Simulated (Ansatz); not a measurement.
Ge3N4 (P6₃/m, No. 176; cell taken from a computed entry)

Level of theory: PBE (PAW; Ansatz, an electronic-structure program).

Run with plane-wave cutoff 500 eV, 6×6×12 k mesh (along the axes of the cell as run), Fermi–Dirac smearing 0.05 eV, scalar-relativistic PAW data made under PBE.

Cell: relaxed at this level.

```json
{
  "equilibrium_volume_per_atom": "12.73 Å³/atom",
  "equilibrium_lattice_constant_a": "8.130 Å",
  "c axis length": "3.114 Å",
  "band_gap": "1.82 eV (on the SCF k mesh)"
}
```

Note: the relaxation could not lower the start's symmetry, so the cell can be a saddle point above a distorted one.

Spin–orbit coupling is not included.
